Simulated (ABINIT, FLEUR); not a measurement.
An ABINIT input for a self-consistent single point of Li2O (Fm-3m, 3 atoms in the cell) (DFT, PBE, plane waves, norm-conserving pseudopotentials (PseudoDojo nc-sr-05 PBE standard)):

```
# Li2O, PseudoDojo nc-sr-05 PBE standard
pp_dirpath "./"
pseudos "Li.upf, O.upf"
acell 3*1.0 Angstrom
rprim
        -0.0000000000    2.2807830000    2.2807830000
         2.2807830000   -0.0000000000    2.2807830000
         2.2807830000    2.2807830000   -0.0000000000
natom 3
ntypat 2
znucl 3 8
typat 1 1 2
xred
         0.7500000000    0.7500000000    0.7500000000
         0.2500000000    0.2500000000    0.2500000000
         0.0000000000    0.0000000000    0.0000000000
ecut 1143 eV
occopt 3
tsmear 0.02 eV
nband 11
kptopt 1
ngkpt 6 6 6
nshiftk 1
shiftk 0 0 0
nstep 80
toldfe 1.0e-09
prtwf 0
prtden 0
prtvol 1
```

Question: Give the FLEUR input for the same structure, mesh, smearing and functional.

Answer: This is the input that was run; spellings and numerical settings could be chosen otherwise.

Input of the input generator:

```
scf Li2O
&input film=f /
-0.0000000000 0.7071067812 0.7071067812
0.7071067812 -0.0000000000 0.7071067812
0.7071067812 0.7071067812 -0.0000000000
6.0953385463
1.0 1.0 1.0

3
3 0.7500000000 0.7500000000 0.7500000000
3 0.2500000000 0.2500000000 0.2500000000
8 0.0000000000 0.0000000000 0.0000000000

&comp jspins=1 /
&kpt div1=6 div2=6 div3=6 gamma=t /
&end /
```

```xml
<?xml version="1.0" encoding="UTF-8" standalone="no"?>
<fleurInput fleurInputVersion="0.39">
   <comment>
      scf Li2O                                                                                            
   </comment>
   <calculationSetup>
      <cutoffs Kmax="4.6" Gmax="13.8" GmaxXC="13.8" numbands="0"/>
      <scfLoop itmax="100" minDistance="0.00001" maxIterBroyd="40" imix="Anderson" alpha="0.05" precondParam="0.0" spinf="2.0"/>
      <coreElectrons ctail="T" frcor="F" kcrel="0" coretail_lmax="0"/>
      <xcFunctional name="pbe" relativisticCorrections="F"/>
      <magnetism jspins="1"/>
      <soc l_soc="F" theta="0.0" phi="0.0" spav="F"/>
      <expertModes spex="0" secvar="F"/>
      <geometryOptimization l_f="T" forcealpha="1.0" forcemix="BFGS" epsdisp="0.00001" epsforce="0.00001"/>
      <ldaU l_linMix="F" mixParam="0.05" spinf="1.0"/>
   </calculationSetup>
   <cell>
      <bzIntegration valenceElectrons="8.0" mode="hist" fermiSmearingEnergy="0.00073499">
         <kPointListSelection listName="default-1"/>
         <!-- k-points included here -->
         <xi:include xmlns:xi="http://www.w3.org/2001/XInclude" href="kpts.xml"> </xi:include>
      </bzIntegration>
      <!-- symmetry operations included here -->
      <xi:include xmlns:xi="http://www.w3.org/2001/XInclude" href="sym.xml"> </xi:include>
      <bulkLattice scale="1.0">
         <bravaisMatrix>
            <row-1>    0.0000000000000000     4.3100552197984801     4.3100552197984801</row-1>
            <row-2>    4.3100552197984801     0.0000000000000000     4.3100552197984801</row-2>
            <row-3>    4.3100552197984801     4.3100552197984801     0.0000000000000000</row-3>
         </bravaisMatrix>
      </bulkLattice>
   </cell>
   <atomSpecies>
      <species name="Lithium (Li)" element="Li" atomicNumber="3">
         <mtSphere radius="1.74" gridPoints="603" logIncrement="0.016"/>
         <atomicCutoffs lmax="8" lnonsphr="6"/>
         <electronConfig flipSpins="F">
            <coreConfig>(1s1/2)</coreConfig>
            <valenceConfig>(2s1/2)</valenceConfig>
            <stateOccupation state="(2s1/2)" spinUp="0.5" spinDown="0.5"/>
         </electronConfig>
         <energyParameters s="2" p="2" d="3" f="4"/>
      </species>
      <species name="Oxygen (O)" element="O" atomicNumber="8">
         <mtSphere radius="1.74" gridPoints="603" logIncrement="0.018"/>
         <atomicCutoffs lmax="8" lnonsphr="6"/>
         <electronConfig flipSpins="F">
            <coreConfig>(1s1/2)</coreConfig>
            <valenceConfig>(2s1/2) (2p1/2) (2p3/2)</valenceConfig>
            <stateOccupation state="(2p1/2)" spinUp="0.6666666666667" spinDown="0.6666666666667"/>
            <stateOccupation state="(2p3/2)" spinUp="1.3333333333333" spinDown="1.3333333333333"/>
         </electronConfig>
         <energyParameters s="2" p="2" d="3" f="4"/>
      </species>
   </atomSpecies>
   <atomGroups>
      <atomGroup species="Lithium (Li)">
         <relPos label="                   1">-1.000/4.000 -1.000/4.000 -1.000/4.000</relPos>
         <relPos label="                   2">1.000/4.000 1.000/4.000 1.000/4.000</relPos>
         <force calculate="T" relaxXYZ="TTT"/>
      </atomGroup>
      <atomGroup species="Oxygen (O)">
         <relPos label="                   3">.0000000000 .0000000000 .0000000000</relPos>
         <force calculate="T" relaxXYZ="TTT"/>
      </atomGroup>
   </atomGroups>
   <output dos="F" band="F" slice="F">
      <checks vchk="F" cdinf="F"/>
      <bandDOS minEnergy="-.5*Htr" maxEnergy="0.5*Htr" sigma="0.015" storeEVData="T"/>
      <vacuumDOS vacdos="F" integ="F" star="F" nstars="0" locx1="0.0" locy1="0.0" locx2="0.0" locy2="0.0" nstm="0" tworkf="0.0"/>
      <unfoldingBand unfoldBand="F" supercellX="1" supercellY="1" supercellZ="1"/>
      <plotting iplot="0" polar="F">
         <plot TwoD="T" vec1="  1.0  0.0  0.0" vec2="  0.0  1.0  0.0" vec3="  0.0  0.0  1.0" zero="  0.0  0.0  0.0" file="plot"/>
      </plotting>
      <chargeDensitySlicing numkpt="0" minEigenval="0.0" maxEigenval="0.0" nnne="0" pallst="F"/>
      <specialOutput eonly="F"/>
      <magneticCircularDichroism mcd="F" energyLo="-10.0" energyUp="0.0"/>
   </output>
  <!-- We include the file relax.xml here to enable relaxations (see documentation) -->
  <xi:include xmlns:xi="http://www.w3.org/2001/XInclude" href="relax.xml"> <xi:fallback/> </xi:include>
</fleurInput>
```

Basis settings and potentials, where a program has them, do not carry over. This input uses DFT, PBE, all-electron FLAPW (FLEUR), scalar-relativistic valence. Both were run: gap on the mesh 5.082 eV in ABINIT and 5.088 in FLEUR.

On ABINIT: the starting cell comes from a database of computed structures (which also holds hypothetical and non-ambient phases and stackings), without a prior relaxation at this level. Its lattice was rescaled by a random factor within 2.5 % of one. With a pressure of about 3 GPa the cell is away from its equilibrium volume at this level.

On FLEUR: the starting cell comes from a database of computed structures (which also holds hypothetical and non-ambient phases and stackings), without a prior relaxation at this level. Its lattice was rescaled by a random factor within 2.5 % of one. Values depend on the basis (sphere radii, cutoffs, local orbitals), which need not be converged.
